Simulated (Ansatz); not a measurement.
Band structure of Cr (Im-3m, 1 atom in the cell).

```yaml
crystal:
  lattice:
    - [-1.45440, 1.45440, 1.45440]
    - [1.45440, -1.45440, 1.45440]
    - [1.45440, 1.45440, -1.45440]
  atoms:
    - { symbol: Cr, position: [0.00000, 0.00000, 0.00000], spin: 3.0 }
```
(The spins are starting values, not results.)

Method: PBE (plane waves, PAW; Ansatz, a quantum-chemistry and plane-wave program).

Settings: kpoints.mp_grid.grid = 16 16 16; hamiltonian.xc = pbe; hamiltonian.pseudopotentials = {kind: paw} (the program's default PAW files); magnetization.spin_polarized = true; scf.occupations.method = gaussian; scf.occupations.width = 0.2 eV; kpoints.band_path.npoints = 8.

The starting cell was generated: these elements placed on a structure prototype, without a prior relaxation; it need not be a known phase or ordering of this composition. Its lattice was rescaled by a random factor within 2.5 % of one. The starting moments vanished: the run ended non-magnetic, which need not be the lowest state. The program warned that a starting moment was not kept.

Levels in eV from the Fermi level, bands 4 to 11 of the first spin channel:
```
point       4      5      6      7      8     9     10     11
-----  ------  -----  -----  -----  -----  ----  -----  -----
Γ      -42.73  -7.64  -0.81  -0.81  -0.81  1.09   1.09  21.80
H      -43.25  -3.93  -3.93   2.28   2.28  2.28  10.04  10.04
N      -42.74  -4.13  -2.23   0.96   1.08  1.40   2.64   9.19
P      -43.10  -2.17  -2.17  -2.17   1.45  1.45   9.68   9.68
```

Bands cross the Fermi level along this path, so the cell is metallic at this level.

The net moment of the cell came out as 0.00 μB.

Keys are those of Ansatz 0.2.
